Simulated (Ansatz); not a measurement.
```xyz
4
Lattice="4.1276 0.0000 0.0000 -2.0638 3.5746 0.0000 0.0000 0.0000 5.4346" Properties=species:S:1:pos:R:3 pbc="T T T"
Sn     2.0638     1.1915     4.0759
Sn     0.0000     2.3831     1.3586
Pt     0.0000     0.0000     2.7173
Pt     0.0000     0.0000     0.0000
```

PtSn (P6_3/mmc), PBEsol, DFPT electron-phonon coupling, linearised Boltzmann equation (plane waves, PAW, scalar-relativistic; Ansatz, a first-principles code): the phonon-limited resistivity at 300 K is 6.23 μΩ·cm (x, the basal plane), 6.23 μΩ·cm (y, the basal plane), 14.3 μΩ·cm (z, c). Third figures are kept for the arithmetic.

**Question.** How anisotropic is it, and between which bounds lies a dense polycrystal with random grains and no boundary scattering?

**Answer.** Largest over smallest: 2.3. Upper bound, grains in series: (6.23 + 6.23 + 14.3)/3 = 8.9 μΩ·cm. Lower bound, grains side by side: 3/Σ(1/ρ) = 7.7 μΩ·cm. The best single-crystal direction lies 19 % under the lower bound.

**Question.** The current-weighted mean free path is 14.4 nm along x and 13.6 nm along z. How does ρ₀ℓ differ between these directions?

**Answer.** x: 6.23 × 14.4 = 9.0×10⁻¹⁶ Ω·m²; z: 14.3 × 13.6 = 19.4×10⁻¹⁶ Ω·m², a ratio of 2.2. The size effect in a wire also hangs on the velocities towards its walls, so the isotropic formulas don't carry over to this crystal.

A metal at this level (no band gap). Only scattering by harmonic phonons is included (no impurities, grain boundaries, electron-electron scattering or thermal expansion). Spin-orbit coupling is left out, which matters with elements this heavy. Halving the electron mesh (24x24x16) moves the resistivity by up to 2 % at 300 K, the mean free path by up to 3 %. Smearing 0.20 eV; phonons on a 4x4x3 q mesh, which this run doesn't test.

Formula and space group known from diffraction (Crystallography Open Database), not checked to be the room-temperature form: PtSn (P6_3/mmc).
